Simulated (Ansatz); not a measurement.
Consider TaAgO3 in the cubic perovskite structure (space group Pm-3m, No. 221; a = 3.9514 Å; a cell from a computed database, its experimental status unchecked). Axes: x, y, z lie along the cube axes.

The change: uniaxial strain ε_xx = +3.84 %, all other strain components held at zero, atoms relaxed at fixed cell.

Levels (all Ansatz, a program for electronic structure, PAW): PBEsol (420 eV, scalar-relativistic without spin-orbit coupling); r2SCAN (500 eV, no SOC); HSE06 (420 eV, scalar-relativistic without spin-orbit coupling).

At the geometry relaxed with PBEsol, these levels gave the following band gaps, in shuffled order: (a) 3.35 eV, (b) 2.28 eV, (c) 1.54 eV.

Q: Match each gap to its level.

A: (a) HSE06; (b) r2SCAN; (c) PBEsol.

Single points use the geometry relaxed with PBEsol. HSE06 gaps are upper bounds (no full band path). With Ta present, leaving out spin-orbit coupling can change the band edges. No phonon test of stability was made. Many cubic perovskites are stable only at high temperature; tilts and polar distortions were not tested.
